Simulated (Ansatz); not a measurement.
# Response to strain in SnO

Take SnO (space group P4/nmm, No. 129; layered, stacked along the Cartesian z axis; relaxed with 0.1 eV smearing) as the base.

```
CELL_PARAMETERS angstrom
      3.76851     0.00000     0.00000
      0.00000     3.76851     0.00000
      0.00000     0.00000     4.55708
ATOMIC_POSITIONS crystal
  Sn 0.50000 0.00000 0.25383
  Sn 0.00000 0.50000 0.74617
  O  0.00000 0.00000 0.00000
  O  0.50000 0.50000 0.00000
```

Cartesian axes are those of the cell as printed.

Strains are applied to the cell and any free atomic positions relax; under biaxial strain the out-of-plane vector relaxes too.

All numbers come from Kohn–Sham DFT with the PBEsol-D3(BJ) functional, run in Ansatz (a quantum-chemistry and plane-wave program) with PAW and 420 eV plane waves, no SOC.

Notes on the quantities. energy relative to the base: free energy F.

```csv
variant,energy relative to the base,shortest interatomic distance
base,0 meV/atom,4.178 bohr
"biaxial strain +1.02 %, plane normal [001], relaxed out of plane",–,4.195 bohr
isotropic strain −1.77 %,+8.8 meV/atom,4.141 bohr
isotropic strain −0.78 %,___,4.162 bohr
uniaxial strain ε_yy = +5.07 %,+13 meV/atom,4.189 bohr
tensor shear ε_xy = +1.95 %,+7.2 meV/atom,4.179 bohr
```

Problem. Complete the table.

Solution. 
- isotropic strain −0.78 %, energy relative to the base: +1.6 meV/atom

Stability against distortions was not tested. The final runs are not spin-polarised.
